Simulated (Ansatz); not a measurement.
Input and report of a finite-temperature phonon run in Ansatz (PBEsol). The cell was generated from a structure type, relaxed within its symmetry, and need not be the phase found at ambient conditions. The cell is fixed at its relaxed static size. Melting and transitions to other phases are not modelled.

Ansatz 0.2 input:
```yaml
crystal:
  lattice:
    - [3.8645979507, 0.0, 0.0]
    - [0.0, 3.8645979507, 0.0]
    - [0.0, 0.0, 3.8645979507]
  atoms:
    - { symbol: La, position: [0.0, 0.0, 0.0] }
    - { symbol: Ga, position: [0.5, 0.5, 0.5] }
    - { symbol: O, position: [0.0, 0.5, 0.5] }
    - { symbol: O, position: [0.5, 0.5, 0.0] }
    - { symbol: O, position: [0.5, 0.0, 0.5] }
kpoints:
  mp_grid: { grid: [6, 6, 6] }
hamiltonian:
  xc: pbesol
  pseudopotentials: { kind: paw }
scf:
  occupations: { method: fixed }
phonons:
  supercell: [2, 2, 2]
  self_consistent:
    temperatures: [300, 1000]
    max_frequency_error: 3.0
    max_frames: 240
checkpoint:
  write: run
output:
  stress: true
```

```
--- Phonons at temperature: the self-consistent harmonic approximation ---
  40 frames of 40 atoms (2×2×2 cells), in populations of 8, 8, 8 at 1000 K and 8, 8 at 300 K: nothing lacks frames
  of 40 their SCF's own steps read whether they stand on a minimum of the electronic energy; no probe, look outside the group or whole filling of a shell is made of a frame, whatever scf.lower_state_search; one on another minimum than the …
  at 300 K
    the largest error of a frequency is 0.39 times what was asked for; the fitted model misses 2.7 % of the forces, every mode counted alike and far frames for less, of frames that it was not fitted to; the frames count as 16.0 of this …
    softest of the free energy's second derivatives: -52.67 ± 9.52 cm⁻¹ at q 0.5000 0.5000 0.0000; ahead of this temperature's last population -53.17
    the free energy falls along one of these modes: the crystal does not stand in this phase at this temperature
    the ions' mean positions are those at rest
    free energy -11592.948102 ± 0.001575 eV a cell, of which vibrations -0.020363; entropy 109.909 ± 0.083 J/(mol·K) of cells
      by the supercell's own 117 modes alone, which lack the rigid motions: not to be laid beside figures on a mesh. There are none: the force constants hold no dipole–dipole term between the supercell's wave vectors
      the supercell's own free energy is the best Gaussian's, an upper bound on the crystal's: what lies beyond it on the fitted surface stands below, to be added
    pressure 3.6159 ± 0.0359 GPa; at rest 0.0058, so that the ions' motion makes +3.6101
      stress (GPa, positive in compression): xx 3.6159 ± 0.0359, yy 3.6159 ± 0.0359, zz 3.6159 ± 0.0359, yz 0.0000 ± 0.0000, xz 0.0000 ± 0.0000, xy 0.0000 ± 0.0000
      by the supercell's own 117 modes alone, which lack the rigid motions: in the warmth about 1/40 of what the motion makes, which no ± holds; not to be laid beside figures on a mesh
    beyond the Gaussian, in the hollow that it stands in and those that the ions reach from there, by exact statistics on the surface that is fitted to the frames (rings of 8 beads):
      free energy -0.123507 ± 0.074416 eV a cell
      leaving out a pair of frames, or group of many, changes the fitted energy by up to 0.23 k_B T, T the rings' temperature (one standard deviation); of these ± those of the frequencies lack the bias that few frames leave, and those of …
      pressure +1.1335 ± 0.0910 GPa; with it, by the rings' own mean, 4.7429 ± 0.0859, so that the ions' motion makes +4.7371: by the supercell's own 117 modes alone, as the Gaussian's
      mean square displacement, over the three axes, of site 4 from 0, O, the most changed: 0.14021 ± 0.00197 Å², of which +0.05994 beyond the Gaussian's
      softest frequency by how far the rings' centres move (above zero always: no sign of whether the crystal stands): 22.80 ± 1.35 cm⁻¹ at q 0.5000 0.5000 0.5000
    frequencies (cm⁻¹; below zero: imaginary; ±: error) of the harmonic crystal, of the Gaussian, of the free energy's second derivatives, each in its own ascending order
      q 0.0000 0.0000 0.0000
            66.41      146.99 ±  0.86      143.17 ±  0.98
            66.41      146.99 ±  0.86      143.17 ±  0.98
            66.41      146.99 ±  0.86      143.17 ±  0.98
           175.42      261.82 ±  1.54      253.62 ±  2.20
           175.42      261.82 ±  1.54      253.62 ±  2.20
           175.42      261.82 ±  1.54      253.62 ±  2.20
           251.13      270.11 ±  0.95      265.93 ±  1.09
           251.13      270.11 ±  0.95      265.93 ±  1.09
           251.13      270.11 ±  0.95      265.93 ±  1.09
           655.12      630.60 ±  0.76      622.98 ±  0.98
           655.12      630.60 ±  0.76      622.98 ±  0.98
           655.12      630.60 ±  0.76      622.98 ±  0.98
      q 0.0000 0.0000 0.5000, and 2 like it
            57.04       95.85 ±  0.40       85.42 ±  0.89
            57.04       95.85 ±  0.40       85.42 ±  0.89
           141.96      160.64 ±  0.38      151.45 ±  0.94
           141.96      160.64 ±  0.38      151.45 ±  0.94
           179.61      191.36 ±  0.53      174.96 ±  3.48
           235.51      263.22 ±  0.66      256.79 ±  0.86
           235.51      281.98 ±  1.07      262.03 ±  2.63
           250.57      281.98 ±  1.07      262.03 ±  2.63
           250.68      286.27 ±  2.18      267.77 ±  4.01
           250.68      286.27 ±  2.18      275.82 ±  2.94
           263.65      297.91 ±  1.41      275.82 ±  2.94
           455.76      481.32 ±  1.92      467.45 ±  3.39
           654.83      628.04 ±  0.61      617.22 ±  0.95
           654.83      628.04 ±  0.61      617.22 ±  0.95
           691.94      661.25 ±  1.69      635.03 ±  4.05
      q 0.0000 0.5000 0.5000, and 2 like it
          -175.34       84.04 ±  1.16      -52.67 ±  9.52
            59.42       91.05 ±  0.66       75.94 ±  2.70
            72.98      121.29 ±  0.39      109.92 ±  0.87
            72.98      121.29 ±  0.39      109.92 ±  0.87
           200.94      196.26 ±  0.70      194.69 ±  0.72
           232.55      261.21 ±  0.76      253.80 ±  1.94
           232.55      261.21 ±  0.76      253.80 ±  1.94
           267.49      306.66 ±  0.93      287.79 ±  1.87
           267.49      306.66 ±  0.93      287.79 ±  1.87
           353.01      357.68 ±  0.88      349.73 ±  2.01
           353.01      357.68 ±  0.88      349.73 ±  2.01
           438.23      462.85 ±  1.54      445.35 ±  2.66
           492.64      468.35 ±  1.10      454.63 ±  1.91
           653.88      620.87 ±  0.85      609.71 ±  1.24
           753.32      721.52 ±  0.92      705.82 ±  5.45
      q 0.5000 0.5000 0.5000
          -213.26       30.46 ±  0.23      -38.78 ±  6.50
          -213.26       30.46 ±  0.23      -38.78 ±  6.50
          -213.26       30.46 ±  0.23      -38.78 ±  6.50
```

Cost: around 2.7 core-hours (rough).

Ansatz is a program for electronic structure.
